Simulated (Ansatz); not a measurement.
The starting structures come from a database of crystals and need not be the phases stable at ambient conditions.

 Where the default PAW files enter, the runs use the earlier of Ansatz's two default sets.

By PBEsol, the system below comes out a metal.

```
Ta
1.0
    2.94992     0.00000     0.00000
    0.00000     4.17181     0.00000
    1.47496     2.08590     1.47496
Ta
1
Cartesian
  0.00000   0.00000   0.00000
```

Space group of this cell: Fm-3m, fcc (Cu type). The cell is taken as given; by PBEsol its mean pressure is 0.7 GPa.

The current flows along the normal of the first two printed cell vectors, the (110) plane of the conventional cell. No spin-orbit coupling; the value is a mean over 0.1 eV about the Fermi level.

Problem. Compute, with PBEsol in Ansatz (a quantum-chemistry and plane-wave program), the ballistic conductance per area.

Solution. 1.6 × 10¹⁵ S/m² for both spins.
